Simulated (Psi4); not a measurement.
Psi4 1.11, unrestricted PBE0/def2-svp: Cc1ccc[c]n1, charge 0, multiplicity 2, 13 atoms. The geometry is a generated start, not checked to be a minimum at this level.

task: energy
method: pbe0
basis: def2-svp
memory: 3 GB
maxiter: 100
keys of the molecule block: symmetry c1
scf_type: df (default)
guess: auto, which took SAD (default)
scf_initial_accelerator: adiis (default)
e_convergence: 1e-06 (default)
d_convergence: 1e-06 (default)
dft_radial_points: 75 (default)
dft_spherical_points: 302 (default)
basis functions: 128
grid points: 274314

```xyz
13

C     -2.1094    -0.1130    -0.2427
C     -0.6177    -0.1673    -0.2067
C      0.1562     0.6523     0.6077
C      1.5395     0.5321     0.5915
C      2.1525    -0.4024    -0.2345
C      1.2819    -1.1582    -0.9922
N      0.0075    -1.0518    -0.9821
H     -2.5211    -0.6986     0.5805
H     -2.4617     0.9114    -0.1431
H     -2.4727    -0.5355    -1.1753
H     -0.3230     1.3784     1.2476
H      2.1440     1.1698     1.2229
H      3.2241    -0.5173    -0.2735
```

Charge 0 and multiplicity 2 are set for this test and not shown to be the ground state.

One run each on 2 threads. Values of diis_max_vecs tried: 3, 6, 10 (default), 20.

Task: Predict the course of the SCF iterations along this series.

Result: Fewest SCF iterations, within one of each other: 6 with 13, 10 (default) with 12, 20 with 12. The count rises to 18 at 3. All converge to one solution.

```tsv
diis_max_vecs	SCF iterations	end
3	18	same solution
6	13	same solution
10 (default)	12	same solution
20	12	same solution
```
